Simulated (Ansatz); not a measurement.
GaP (I-4m2), r2SCAN with spin-orbit coupling, rigid bands (Ansatz, a program for electronic structure): Condition of this run: biaxial stress in (001) of -5.6 GPa (compression positive) (the target of the relaxation). band gap 1.07 eV, N_c = 1.12e19 cm⁻³ and N_v = 3.92e18 cm⁻³ at 300 K, conductivity masses along z (a = (0.00, 2.85, 2.60) Å; b = (2.85, 0.00, 2.60) Å; c = (2.85, 2.85, 0.00) Å) of 0.858 mₑ (electrons) and 0.166 mₑ (holes). Take k_BT = 0.02585 eV.

**Question.** Find the intrinsic carrier density and the intrinsic Fermi level.

**Answer.** n_i = √(N_c N_v) exp(−E_g/2k_BT) = 6.63e18 × exp(−20.69) = 6.8e9 cm⁻³. The level lies (k_BT/2) ln(N_v/N_c) = -14 meV from mid-gap (positive towards the conduction band). Each 0.1 eV added to the gap lowers n_i by a factor of 6.9.

**Question.** What thermal injection velocity √(2k_BT/πm) limits a ballistic channel along the direction named?

**Answer.** 5.81e6 cm/s for electrons and 1.32e7 cm/s for holes, a ratio of √(m_h/m_e) = 0.440, for dilute carriers.

**Question.** What built-in voltage has an abrupt junction with N_A = 1e17 and N_D = 1e17 cm⁻³, all dopants ionised?

**Answer.** V_bi = E_g/e − (k_BT/e) ln(N_c N_v/(N_A N_D)) = 1.07 − 0.02585 × 8.39 = 0.85 V. It follows the computed gap one for one.

Rigid, parabolic bands with the computed gap; masses take one relaxation time for all states. Geometry: cell and atoms relaxed with PBEsol.
